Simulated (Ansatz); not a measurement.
Fluorite CoSi2 was calculated with PBEsol in Ansatz (PAW).

Numerical settings: plane-wave cutoff 500 eV, 14×14×14 k mesh, Fermi–Dirac smearing 0.05 eV, no spin polarisation, scalar-relativistic PAW data made under PBE.

Computed at the level's own relaxed cell.

What does this level give for the equilibrium volume per atom and lattice constant a?


- equilibrium volume per atom: 12.49 Å³/atom
- lattice constant a: 5.312 Å

Measured, for comparison: equilibrium volume per atom 12.87 Å³/atom, lattice constant a 5.365 Å (room temperature, no zero-point or thermal correction; as tabulated in Hegde and Bowen (2014), arXiv:1405.1317). Computed (rounded) less measured: equilibrium volume per atom -3.0 %, lattice constant a -1.0 %. A static lattice is as a rule a little smaller and stiffer than an uncorrected measurement, which narrows the difference in the lattice constant a and would widen misses of the other sign.

The computed numbers hold no vibrational or temperature effects.

It cost very roughly 22 core-seconds of CPU time.

Ansatz is an electronic-structure program.
